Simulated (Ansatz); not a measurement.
We consider SnSe (model structure, started from the GeS type, Pnma, No. 62, 8 atoms in the cell), described by LDA (plane waves, PAW; Ansatz, a first-principles code).

Numerical settings: plane-wave cutoff 520 eV, 4×8×8 k mesh (along the axes of the cell as run), Fermi–Dirac smearing 0.01 eV, scalar-relativistic PAW data made under PBE.

Cell (relaxed at this level):

SnSe is taken in the orthorhombic space group Pnma (No. 62), Pearson symbol oP8. Conventional cell: a = 11.3092 Å, b = 4.1138 Å, c = 4.3201 Å, α = β = γ = 90.00°. Sn on 4c sees 3 Se at 2.737–2.782 Å and 3 Se at 3.226–3.364 Å. Se on 4c sees 3 Sn at 2.737–2.782 Å and 3 Sn at 3.226–3.364 Å. (Neighbours: up to the widest gap in distance over summed covalent radii, below 1.35, at either atom; cation-cation and far metal-metal contacts left out.)

Q: What does this level give for the band gap, smallest direct gap on the k points sampled and direct gap at Γ?

A: 
band gap: 0.39 eV
smallest direct gap on the k points sampled: 0.65 eV
direct gap at Γ: 1.09 eV

Spin–orbit coupling is not included.

Static lattice: no zero-point or thermal effects.

A model structure was made by putting elements into a prototype or built by hand; here it ended with the formula and space group of a phase in our tables.
